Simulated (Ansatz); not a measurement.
Take KTaO3 in the cubic perovskite structure (space group Pm-3m, No. 221) as the base.

```
CELL_PARAMETERS angstrom
      3.95200     0.00000     0.00000
      0.00000     3.95200     0.00000
      0.00000     0.00000     3.95200
ATOMIC_POSITIONS crystal
  K  0.00000 0.00000 0.00000
  Ta 0.50000 0.50000 0.50000
  O  0.50000 0.00000 0.50000
  O  0.00000 0.50000 0.50000
  O  0.50000 0.50000 0.00000
```

Cartesian axes are those of the cell as printed.

Calculations: LDA (Ansatz, an electronic-structure program, PAW, without spin-orbit coupling).

Now apply this change: every lattice vector is shortened by 1.80 %, atoms relaxed at fixed cell.

Predict the stress tensor and what it implies for the stiffness.

Stress of the strained cell less that of the base (GPa, compression positive):
```
  13.40    0.00    0.00
   0.00   13.40    0.00
   0.00    0.00   13.40
```

Then B = −ΔP/(ΔV/V₀) with ΔV/V₀ = -0.0530 gives secant stiffness values (nonlinear terms included at this strain): B ≈ 253 GPa.

As a check, the harmonic strain energy −½ V₀ Δσ:ε is 28 meV/atom; the computed energy rise is 26 meV/atom.

Whether these cells are dynamically stable was not tested.
